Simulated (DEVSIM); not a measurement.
# abrupt GaAs p-n junction

System: abrupt GaAs p-n junction, at 300 K.

```
layer (left to right)  material  thickness (μm)  Nd (cm⁻³)  Na (cm⁻³)  τn (s)  τp (s)
---------------------  --------  --------------  ---------  ---------  ------  ------
1                          GaAs            77.0          -     2.7e16  5.6e-9  5.6e-9
2                          GaAs            18.0     2.8e16          -  5.6e-9  5.6e-9
```

Left contact: ohmic. Right contact: ohmic. Voltage is applied to the left contact. Recombination: SRH at mid-gap, radiative. Mobility is μmin + (μ − μmin)/(1 + (N/Nref)^α).

The device is made up for the run: typed textbook-type constants, with dimensions and the other settings drawn at random. Values at 300 K.

```
parameter        GaAs
-------------  ------
gap (eV)        1.424
affinity (eV)    4.07
permittivity     12.9
Nc (cm⁻³)      4.7e17
Nv (cm⁻³)        9e18
μn (cm²/Vs)      8500
μp (cm²/Vs)       400
μn,min            500
μp,min             20
Nref,n           6e16
Nref,p         1.5e17
αn               0.39
αp               0.38
B (cm³/s)       2e-10
```

Simulated with DEVSIM: 1D drift-diffusion, Boltzmann statistics, complete ionisation; no tunnelling, impact ionisation, image-force lowering or self-heating.

Potential step across the device at zero bias: 1.201 V
Largest field in the device at zero bias: 67000 V/cm
Dark forward voltage at 1 A/cm²: 1.032 V
Dark forward voltage at 100 A/cm²: 1.664 V

Dark forward current:

| V (V) | J (A/cm²) |
|---|---|
| 0.05 | 7.6e-11 |
| 0.15 | 7.6e-10 |
| 0.25 | 5.8e-9 |
| 0.35 | 4.3e-8 |
| 0.45 | 3.2e-7 |
| 0.55 | 2.4e-6 |
| 0.65 | 1.9e-5 |
| 0.75 | 0.00017 |
| 0.85 | 0.0023 |
| 0.95 | 0.063 |
| 1.00 | 0.37 |
| 1.10 | 5.3 |
| 1.20 | 17 |
| 1.30 | 32 |
| 1.40 | 49 |
| 1.50 | 67 |
| 1.60 | 87 |
| 1.70 | 110 |
| 1.80 | 130 |
| 1.90 | 150 |

Dark reverse current:

```csv
V (V),J (A/cm²)
-0.20,-1.1e-10
-0.50,-2.4e-10
-1.00,-4.3e-10
-1.50,-5.9e-10
-2.00,-7.5e-10
-3.00,-1.0e-9
-4.00,-1.3e-9
-5.00,-1.5e-9
-6.50,-1.8e-9
-8.00,-2.0e-9
-10.00,-2.4e-9
```
